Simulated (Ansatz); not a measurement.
The reference is HfSiO4 (space group I4_1/amd, No. 141; a = 6.5821 Å, c = 5.9661 Å). Axes: x, y, z lie along a, b, c of the conventional cell.

All numbers come from Ansatz (a program for electronic structure), PBEsol, PAW, cutoff 420 eV, spin-orbit coupling left out.

Strains are applied to the cell and any free atomic positions relax; under biaxial strain the out-of-plane vector relaxes too.

One change was made to it. Results:

The volume per atom shrinks by 0.58 Å³ to 10.19 Å³; the energy rises by 56 meV/atom.

Question: Which of these changes matches the shifts?
A. biaxial strain −4.30 %, plane normal [001], relaxed out of plane
B. biaxial strain +4.54 %, plane normal [001], relaxed out of plane
C. biaxial strain −2.26 %, plane normal [001], relaxed out of plane

Answer: A, biaxial strain −4.30 %, plane normal [001], relaxed out of plane. For comparison, the energy relative to the base in the other runs: biaxial strain +4.54 %, plane normal [001], relaxed out of plane gives +47 meV/atom; biaxial strain −2.26 %, plane normal [001], relaxed out of plane gives +15 meV/atom.

No phonon test of stability was made.
